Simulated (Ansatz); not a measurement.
The reference is Pd in the fcc (Cu type) structure (space group Fm-3m, No. 225; a = 3.8777 Å; relaxed with 0.1 eV smearing). Axes: x, y, z lie along the cube axes.

The values are results of PBEsol in Ansatz (plane waves to 420 eV, PAW, no SOC), not measurements.

One thing is altered: compressive biaxial strain of 1.00 % in the plane normal to [001], as in epitaxy on a mismatched substrate; the out-of-plane cell vector and the atoms relax.

**Question.** How does this affect the ratio −ε⊥/ε∥ and energy relative to the base?

**Answer.** The ratio −ε⊥/ε∥ comes out as 1.46; the energy goes up by 1.6 meV/atom.

Whether these cells are dynamically stable was not tested. All final runs are without spin polarisation.

Ansatz is a quantum-chemistry and plane-wave program.
